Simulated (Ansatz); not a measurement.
Consider PtTe₂ (space group P-3m1, No. 164; layered; relaxed with 0.1 eV smearing).

```
PtTe2
1.0
    4.05264     0.00000     0.00000
   -2.02632     3.50969     0.00000
    0.00000     0.00000     5.09694
Te Pt
2 1
Direct
  0.33333   0.66667   0.26692
  0.66667   0.33333   0.73308
  0.00000   0.00000   0.00000
```

Cartesian axes are those of the cell as printed.

Level of theory: plane-wave PAW DFT at the PBE-D3(BJ) level (Ansatz, a program for electronic structure, 420 eV), no spin-orbit coupling.

Base values:

| Quantity | Result |
|---|---|
| Volume per atom | 24.17 Å³ |
| Band gap | zero |

Modification: tensile biaxial strain of 2.50 % in the plane normal to [001], as in epitaxy on a mismatched substrate; the out-of-plane cell vector and the atoms relax.

Estimate the effect on the in-plane stress, volume per atom and band gap.

The mean in-plane stress (compression positive) is -3.9 GPa; the volume per atom grows by 0.49 Å³ (24.17 Å³ → 24.66 Å³); the band gap is still zero.

No phonon test of stability was made. All final runs are without spin polarisation.
